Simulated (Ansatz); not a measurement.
A self-consistent single point of LaMg6B (P1, 8 atoms in the cell) with Ansatz (an electronic-structure program).

Computed with PBEsol, PAW files made with PBE (plane waves; Ansatz).

The change in words: atoms moved at random. Reference geometry:
```
LaMg6B
1.0
    4.77910     0.00000     0.00000
    0.00000     3.23670     5.87425
    0.00000    -3.23670     5.87425
La Mg B
1 6 1
Cartesian
  0.00000   0.00000   9.46130
  0.00000   1.55031   6.76020
  0.00000  -1.55031   6.76020
  0.00000   0.00000   3.95055
  2.38955   1.51801   5.05362
  2.38955  -1.51801   5.05362
  2.38955   0.00000   2.05035
  2.38955   0.00000   7.90427
```

Reference input (self-consistent single point, DFT, PBEsol, plane waves, PAW files made with PBE): kpoints.mp_grid.grid = 4 3 3; hamiltonian.xc = pbesol; hamiltonian.pseudopotentials = {kind: paw} (the program's default PAW files); scf.occupations.method = fermi_dirac; scf.occupations.width = 0.0073 Ry. This run's input differs from it in these lines:

Ansatz 0.2 input:
```diff
@@ -7,10 +7,10 @@
   atoms:
-    - { symbol: La, position: [0.00000000, 0.80532000, 0.80532000] }
-    - { symbol: Mg, position: [0.00000000, 0.81490000, 0.33592000] }
-    - { symbol: Mg, position: [0.00000000, 0.33592000, 0.81490000] }
-    - { symbol: Mg, position: [0.00000000, 0.33626000, 0.33626000] }
-    - { symbol: Mg, position: [0.50000000, 0.66465000, 0.19565000] }
-    - { symbol: Mg, position: [0.50000000, 0.19565000, 0.66465000] }
-    - { symbol: Mg, position: [0.50000000, 0.17452000, 0.17452000] }
-    - { symbol: B, position: [0.50000000, 0.67279000, 0.67279000] }
+    - { symbol: La, position: [0.00119200, 0.81092500, 0.79824600] }
+    - { symbol: Mg, position: [-0.01120400, 0.80798400, 0.34051700] }
+    - { symbol: Mg, position: [0.00479000, 0.34413700, 0.81969400] }
+    - { symbol: Mg, position: [-0.01006500, 0.33289800, 0.33809400] }
+    - { symbol: Mg, position: [0.49658200, 0.66369500, 0.19480100] }
+    - { symbol: Mg, position: [0.50192900, 0.19176700, 0.65993000] }
+    - { symbol: Mg, position: [0.50314100, 0.16442400, 0.18768700] }
+    - { symbol: B, position: [0.51363500, 0.68417900, 0.66104100] }
 kpoints:
```

The program printed (abridged):

```
SCF iter   1: F=—  HF=-17785.866801 eV  |F-HF|=—  |Δ(HF+E_count)|=         —  Δρ=3.28e-2  dr2=1.05e1  ethr=3.10e-3  ⟨swp⟩=6.1  Hψ=3288  notcnv=0
all-band conjugate gradients solve this SCF's bands
preconditioner: auto → Kerker (q_TF=auto, 2.349 Å⁻¹)
SCF iter   2: F=—  HF=-17784.675507 eV  |F-HF|=—  |Δ(HF+E_count)|=    1.19e0  Δρ=1.96e-2  dr2=3.69e0  ethr=3.10e-3  ⟨swp⟩=2.9  Hψ=1256  notcnv=0
   [... lines left out ...]
SCF iter   6: F=—  HF=-17783.940161 eV  |F-HF|=—  |Δ(HF+E_count)|=   2.72e-4  Δρ=1.77e-4  dr2=8.64e-5  ethr=1.91e-6  ⟨swp⟩=2.2  Hψ=1294  notcnv=0  defer=1
SCF iter   7: F=—  HF=-17783.940172 eV  |F-HF|=—  |Δ(HF+E_count)|=   1.01e-5  Δρ=4.75e-5  dr2=6.67e-6  ethr=1.17e-7  ⟨swp⟩=2.1  Hψ=1599  notcnv=0
SCF iter   8: F=—  HF=-17783.940169 eV  |F-HF|=—  |Δ(HF+E_count)|=   2.63e-6  Δρ=9.96e-6  dr2=3.47e-7  ethr=9.02e-9  ⟨swp⟩=2.0  Hψ=1600  notcnv=0
SCF iter   9: F=-17783.940169 eV  HF=-17783.940169 eV  |F-HF|=1.66e-8  |Δ(HF+E_count)|=   8.43e-8  Δρ=2.22e-6  dr2=2.37e-8  ethr=1.35e-10  ⟨swp⟩=10.0  Hψ=3986  notcnv=0
SCF 1 converged in 9 iterations: F = -17783.940169 eV  dr2 = 2.37e-8
Free energy (F): -17783.940169 eV
Internal energy: -17783.817780 eV  (E = F + TS)
E sigma→0 (E₀):  -17783.878974 eV
Entropy (-TS):   -0.122389 eV (-15.299 meV/atom)
Fermi energy:    6.663018 eV
--- Forces (eV/Å), atoms counted from 1 ---
  atom   1  La     0.05163695    -0.19061211     0.08818161
  atom   2  Mg     0.09178571     0.11432532    -0.07972998
  atom   3  Mg    -0.03938094    -0.18675417    -0.31856963
  atom   4  Mg     0.22711991     0.23337919     0.02954927
  atom   5  Mg    -0.08357835     0.09911842     0.05274281
  atom   6  Mg    -0.06101558    -0.10396923     0.27505865
  atom   7  Mg    -0.14876708    -0.06699983     0.04591113
  atom   8  B     -0.03779354     0.10150306    -0.09311554
--- Stress (GPa, compression-positive) ---
       -1.912369      -0.203948       0.361188
       -0.203948      -0.591292       0.346350
        0.361188       0.346350      -0.113822
  P = ⅓ Tr σ = -0.8725 GPa (-8.725 kbar)
  The stress holds the Pulay correction. Without it, at fixed plane waves, as pw.x and ABINIT print it: P = -0.8832 GPa
```

The run converged in 9 iterations. Against the reference run the free energy rises by 4.2 meV/atom, the pressure goes from -0.98 to -0.87 GPa and the largest force goes from 0.145 to 0.371 eV/Å.

The starting cell comes from a database of computed structures (which also holds hypothetical and non-ambient phases and stackings), without a prior relaxation at this level. For this run, on top of that: atoms moved at random. Ansatz's pressure includes its estimate of the finite-basis (Pulay) stress.
